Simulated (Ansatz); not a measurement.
A hypothetical phase is included: elements placed on a structure type, which no database files for this compound.

By PBEsol, the system below comes out a metal.

A figure of merit of an interconnect metal is its ballistic conductance per area.

Given:

```
Nb
1.0
    4.10838     0.00000     0.00000
    0.00000     5.81013     0.00000
    2.05419     2.90507     2.05419
Nb
2
Direct
  0.50000   0.75000   0.00000
  0.00000   0.50000   0.00000
```

The cell was relaxed by PBE-D3(BJ).

The current flows along the normal of the first two printed cell vectors, the (110) plane of the conventional cell. No spin-orbit coupling; the value is a mean over 0.1 eV about the Fermi level.

### Question
Give the ballistic conductance per area that Ansatz (an electronic-structure program) with PBEsol yields.

### Answer
1.1 × 10¹⁵ S/m² for both spins.
